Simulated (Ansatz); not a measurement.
The starting structures come from a database of crystals and need not be the phases stable at ambient conditions.

```xyz
2
Lattice="3.8661 0.0000 0.0000 -1.9330 3.3481 0.0000 1.9330 1.1160 3.1566" Properties=species:S:1:pos:R:3 pbc="T T T"
Mg     0.0000     0.0000     0.0000
Se     3.8661     2.2321     1.5783
```

The cell is taken as given; by LDA it stands under a pressure of -2.7 GPa.

Transport runs along the normal of the first two printed cell vectors, the (111) plane of the conventional cell.

The gap is the functional's own, uncorrected, and κ follows it; spin-orbit coupling is left out. Mid-gap means the computed energy nearest the middle.

Task: Estimate the band gap and the smallest decay constant κ at mid-gap that LDA (Ansatz, a first-principles code) returns for this system.

Result: Gap 1.65 eV on a 12×12×12 mesh; κ = 0.132 1/Å, at the zone centre.
